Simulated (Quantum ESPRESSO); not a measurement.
Input and output of a self-consistent single point for La5Pb3 (P6_3/mcm, 16 atoms in the cell) (Quantum ESPRESSO).

Method: LDA (PZ), GBRV 1.5 ultrasoft (LDA) pseudopotentials (plane waves; Quantum ESPRESSO).

```yaml
crystal:
  lattice:
    - [9.58984, 0.00000, 0.00000]
    - [-4.79492, 8.30504, 0.00000]
    - [0.00000, 0.00000, 7.14015]
  atoms:
    - { symbol: La, position: [0.66667, 0.33333, 0.50000] }
    - { symbol: La, position: [0.33333, 0.66667, 0.50000] }
    - { symbol: La, position: [0.33333, 0.66667, 0.00000] }
    - { symbol: La, position: [0.66667, 0.33333, 0.00000] }
    - { symbol: La, position: [0.75637, 0.75637, 0.25000] }
    - { symbol: La, position: [0.24363, 0.24363, 0.75000] }
    - { symbol: La, position: [0.00000, 0.75637, 0.75000] }
    - { symbol: La, position: [0.00000, 0.24363, 0.25000] }
    - { symbol: La, position: [0.24363, 0.00000, 0.25000] }
    - { symbol: La, position: [0.75637, 0.00000, 0.75000] }
    - { symbol: Pb, position: [0.39284, 0.39284, 0.25000] }
    - { symbol: Pb, position: [0.60716, 0.60716, 0.75000] }
    - { symbol: Pb, position: [0.00000, 0.39284, 0.75000] }
    - { symbol: Pb, position: [0.00000, 0.60716, 0.25000] }
    - { symbol: Pb, position: [0.60716, 0.00000, 0.25000] }
    - { symbol: Pb, position: [0.39284, 0.00000, 0.75000] }
```

Reference input (self-consistent single point, DFT, LDA (PZ), plane waves, GBRV 1.5 ultrasoft (LDA) pseudopotentials): ecutwfc = 40 Ry; ecutrho = 200 Ry; occupations = smearing; smearing = methfessel-paxton; degauss = 0.0073499 Ry; potentials = {La: la_lda_v1.uspp.F.UPF, Pb: pb_lda_v1.uspp.F.UPF}; K_POINTS = automatic 2 2 3 0 0 0; conv_thr = 1e-10 Ry; mixing_beta = 0.5. This run's input differs from it in these lines:

```diff
@@ -18,3 +18,3 @@
  smearing = 'methfessel-paxton',
- degauss = 0.0073499,
+ degauss = 0.002205,
 /
@@ -45,3 +45,3 @@
 K_POINTS {automatic}
-2 2 3  0 0 0
+3 3 3  0 0 0
```

Log, with long lists cut:

```
     Self-consistent Calculation

     iteration #  1     ecut=    40.00 Ry     beta= 0.50

     Threshold (ethr) on eigenvalues was too large:
     Diagonalizing with lowered threshold

     negative rho (up, down):  8.347E-01 0.000E+00

     total energy              =   -2006.47913947 Ry
     estimated scf accuracy    <       0.87104591 Ry

     iteration #  2     ecut=    40.00 Ry     beta= 0.50

     negative rho (up, down):  7.936E-01 0.000E+00

     total energy              =   -2006.01903037 Ry
     estimated scf accuracy    <      10.78777395 Ry

     iteration #  3     ecut=    40.00 Ry     beta= 0.50

     negative rho (up, down):  7.972E-01 0.000E+00

     total energy              =   -2006.90388391 Ry
     estimated scf accuracy    <       0.14844020 Ry

   [... 13 blocks of this kind left out ...]

     iteration # 17     ecut=    40.00 Ry     beta= 0.50

     negative rho (up, down):  7.597E-01 0.000E+00

     total energy              =   -2006.92593237 Ry
     estimated scf accuracy    <          1.6E-10 Ry

     iteration # 18     ecut=    40.00 Ry     beta= 0.50

     negative rho (up, down):  7.597E-01 0.000E+00
     End of self-consistent calculation

     the Fermi energy is    10.4746 ev

!    total energy              =   -2006.92593237 Ry
     estimated scf accuracy    <          5.3E-11 Ry
     smearing contrib. (-TS)   =      -0.00024001 Ry
     internal energy E=F+TS    =   -2006.92569235 Ry

     convergence has been achieved in  18 iterations

     negative rho (up, down):  7.597E-01 0.000E+00

     Forces acting on atoms (cartesian axes, Ry/au):

     atom    1 type  1   force =     0.00000000    0.00000000    0.00000000
     atom    2 type  1   force =    -0.00000000   -0.00000000    0.00000000
     atom    3 type  1   force =    -0.00000000   -0.00000000    0.00000000
     atom    4 type  1   force =     0.00000000    0.00000000    0.00000000
     atom    5 type  1   force =    -0.00132299   -0.00229149   -0.00000000
   [... lines left out ...]
     Total force =     0.008126     Total SCF correction =     0.000022
   [... lines left out ...]

     negative rho (up, down):  7.597E-01 0.000E+00
          total   stress  (Ry/bohr**3)                   (kbar)     P=      -35.39
  -0.00024899  -0.00000000   0.00000000          -36.63       -0.00        0.00
  -0.00000000  -0.00024899   0.00000000           -0.00      -36.63        0.00
   0.00000000   0.00000000  -0.00022369            0.00        0.00      -32.91

   JOB DONE.
```

The run converged in 18 iterations. Against the reference run the free energy rises by 1.7 meV/atom, the pressure stays near -3.54 GPa while the zz stress (positive for compression) goes from -3.62 to -3.29 GPa and the largest force goes from 0.033 to 0.068 eV/Å. The full log also holds: “c_bands:  3 eigenvalues not converged”.

The starting cell comes from a database of computed structures (which also holds hypothetical and non-ambient phases and stackings), without a prior relaxation at this level. Spin-orbit coupling is off. With a pressure of about -4 GPa the cell is away from its equilibrium volume at this level.

Cost on one core of a shared machine: roughly 20 min.
